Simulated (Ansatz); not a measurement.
# GaIr: biaxial strain −0.84 %, plane normal [001], relaxed out of plane

Take GaIr in the CsCl type structure (space group Pm-3m, No. 221; a = 3.0200 Å; relaxed with 0.1 eV smearing) as the base. Axes: x, y, z lie along the cube axes.

One thing is altered: biaxial strain −0.84 %, plane normal [001], relaxed out of plane (Cartesian); in-plane vectors clamped, the third vector and the atoms free.

Level of theory: DFT with PBEsol, PAW potentials and a 420 eV plane-wave cutoff in Ansatz (a first-principles code), spin-orbit coupling left out. Settings: 19×19×19 k-points, 0.1 eV Fermi–Dirac smearing.

The volume per atom stays 13.77 Å³ and the shortest interatomic distance stays 2.615 Å. The energy goes up by 0.4 meV/atom and the pressure (mean of the normal stresses, compression positive) is nearly the same (0.0 GPa against 0.1 GPa). The band gap remains zero and the out-of-plane strain comes out as +1.66 %. The ratio −ε⊥/ε∥ comes out as 1.97 and the mean in-plane stress (compression positive) comes out as +0.2 GPa.

Cost of the whole job for the changed cell (relaxation, final SCF and bands): around 70 core-seconds (rough).

Stability against distortions was not tested. The final runs are not spin-polarised.
